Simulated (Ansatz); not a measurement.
The parent structure is TlBr in the zinc blende structure (space group F-43m, No. 216; a = 7.3107 Å; a hypothetical phase, not in the database extracts checked). Axes: x, y, z lie along the cube axes.

Computed with Ansatz (a quantum-chemistry and plane-wave program), PBEsol, PAW, cutoff 420 eV, scalar-relativistic without spin-orbit coupling, earlier PAW set.

For the base:

The volume per atom is 48.84 Å³.

One thing is altered: tensile biaxial strain of 3.93 % in the plane normal to [001], as in epitaxy on a mismatched substrate; the out-of-plane cell vector and the atoms relax.

Question: Estimate the effect on the volume per atom and energy relative to the base.

Answer: The volume per atom falls by 0.47 Å³ (48.84 Å³ → 48.37 Å³); the energy increases by 0.3 meV/atom.

Whether these cells are dynamically stable was not tested.
